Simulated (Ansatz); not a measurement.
The starting structures come from a database of crystals and need not be the phases stable at ambient conditions.

```
CELL_PARAMETERS angstrom
      4.18930     0.00000     0.00000
      0.00000    10.51945     0.00000
      0.00000     0.00000     8.39997
ATOMIC_POSITIONS crystal
  Sn 0.75000 0.33493 0.36656
  Sn 0.25000 0.66507 0.63344
  Sn 0.25000 0.83493 0.13344
  Sn 0.75000 0.16507 0.86656
  Br 0.75000 0.44991 0.67130
  Br 0.25000 0.55009 0.32870
  Br 0.25000 0.94991 0.82870
  Br 0.75000 0.05009 0.17130
  Br 0.75000 0.68418 0.98571
  Br 0.25000 0.31582 0.01429
  Br 0.25000 0.18418 0.51429
  Br 0.75000 0.81582 0.48571
```

Space group of this cell: Pnma. The cell was relaxed by PBE-D3(BJ); by PBEsol its mean pressure is -0.9 GPa.

Transport runs along the normal of the first two printed cell vectors.

No gap correction and no spin-orbit coupling; mid-gap values are interpolated between computed energies.

Q: Compute, with PBEsol in Ansatz (a quantum-chemistry and plane-wave program), the band gap and the smallest decay constant κ at mid-gap.

A: Gap 2.29 eV on a 8×4×4 mesh; κ = 0.266 1/Å, at (0.500, 0.000) of the in-plane reciprocal vectors. At the zone centre, at the nearest computed energy, the slowest state has κ = 0.30 1/Å.
